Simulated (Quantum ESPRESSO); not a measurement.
A self-consistent single point of Ba₃Sr (Fm-3m, 4 atoms in the cell) with Quantum ESPRESSO.

Method: PBEsol, PseudoDojo standard norm-conserving (PBESOL) pseudopotentials (plane waves; Quantum ESPRESSO 7.5).

The change in words: lattice scaled by 0.98. Reference geometry:
```
Ba3Sr
1.0
   -5.06997     0.00000     5.06997
    0.00000     5.06997     5.06997
   -5.06997     5.06997     0.00000
Ba Sr
3 1
Direct
  0.25000   0.25000   0.25000
  0.75000   0.75000   0.75000
  0.50000   0.50000   0.50000
  0.00000   0.00000   0.00000
```

Reference input (self-consistent single point, DFT, PBEsol, plane waves, PseudoDojo standard norm-conserving (PBESOL) pseudopotentials): ecutwfc = 70 Ry; occupations = smearing; smearing = fd; degauss = 0.0073499 Ry; potentials = {Ba: Ba.upf, Sr: Sr.upf}; K_POINTS = automatic 7 7 7 0 0 0; conv_thr = 1e-09 Ry; mixing_beta = 0.4. This run's input differs from it in these lines:

```diff
@@ -10,3 +10,3 @@
  ibrav = 2,
- celldm(1) = 19.161694402,
+ celldm(1) = 18.778461724,
  nat = 4,
```

Output (repeated stretches shortened):

```
     Self-consistent Calculation

     iteration #  1     ecut=    70.00 Ry     beta= 0.40

     Threshold (ethr) on eigenvalues was too large:
     Diagonalizing with lowered threshold

     c_bands:  2 eigenvalues not converged
     c_bands:  1 eigenvalues not converged
     c_bands:  2 eigenvalues not converged
     c_bands:  1 eigenvalues not converged

     total energy              =    -236.41467886 Ry
     estimated scf accuracy    <       0.01109371 Ry

     iteration #  2     ecut=    70.00 Ry     beta= 0.40

     total energy              =    -236.41612277 Ry
     estimated scf accuracy    <       0.00148862 Ry

     iteration #  3     ecut=    70.00 Ry     beta= 0.40
     c_bands:  1 eigenvalues not converged

     total energy              =    -236.41642877 Ry
     estimated scf accuracy    <       0.00039306 Ry

   [... 6 blocks of this kind left out ...]

     iteration # 10     ecut=    70.00 Ry     beta= 0.40

     total energy              =    -236.41652116 Ry
     estimated scf accuracy    <          2.7E-09 Ry

     iteration # 11     ecut=    70.00 Ry     beta= 0.40
     End of self-consistent calculation

     the Fermi energy is     5.5587 ev

!    total energy              =    -236.41652117 Ry
     estimated scf accuracy    <          6.7E-11 Ry
     smearing contrib. (-TS)   =      -0.01424344 Ry
     internal energy E=F+TS    =    -236.40227772 Ry

     convergence has been achieved in  11 iterations

     Forces acting on atoms (cartesian axes, Ry/au):

     atom    1 type  1   force =    -0.00000000    0.00000000    0.00000000
   [... zero for the other atoms too ...]

     Total force =     0.000000     Total SCF correction =     0.000000

          total   stress  (Ry/bohr**3)                   (kbar)     P=       -7.11
  -0.00004831   0.00000000  -0.00000000           -7.11        0.00       -0.00
   0.00000000  -0.00004831  -0.00000000            0.00       -7.11       -0.00
  -0.00000000  -0.00000000  -0.00004831           -0.00       -0.00       -7.11

   JOB DONE.
```

The run converged in 11 iterations. Against the reference run the free energy drops by 22.2 meV/atom and the pressure goes from -1.13 to -0.71 GPa.

The starting cell comes from a database of computed structures (which also holds hypothetical and non-ambient phases and stackings), without a prior relaxation at this level. Its lattice was rescaled by a random factor within 2.5 % of one. For this run, on top of that: lattice scaled by 0.98.

Cost on one core of a shared machine: roughly 4 min.
